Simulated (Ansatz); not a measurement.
SiO2 (P4₁2₁2, No. 92)

Level of theory: r²SCAN+rVV10 in Ansatz (PAW).

Run with plane-wave cutoff 500 eV, 8×8×6 k mesh (along the axes of the cell as run), Fermi–Dirac smearing 0.05 eV, scalar-relativistic PAW data made under PBE.

Cell (relaxed at this level):

```xyz
12
Lattice="4.8963 0.0000 0.0000 0.0000 4.8963 0.0000 0.0000 0.0000 6.7452" Properties=species:S:1:pos:R:3 pbc="T T T"
Si     3.3690     3.3690     3.3726
Si     3.9754     0.9209     5.0589
Si     1.5273     1.5273     0.0000
Si     0.9209     3.9754     1.6863
O      4.2710     3.7496     2.0879
O      3.5948     1.8228     3.7742
O      0.6253     1.1467     5.4606
O      1.3014     3.0734     0.4016
O      1.8228     3.5948     2.9710
O      1.1467     0.6253     1.2847
O      3.0734     1.3014     6.3436
O      3.7496     4.2710     4.6573
```

```yaml
band_gap: 6.35 eV (on the SCF k mesh)
```

Note: the volume lies 6 % below that of the published cell.

The computed numbers hold no vibrational or temperature effects.

Ansatz is a quantum-chemistry and plane-wave program.
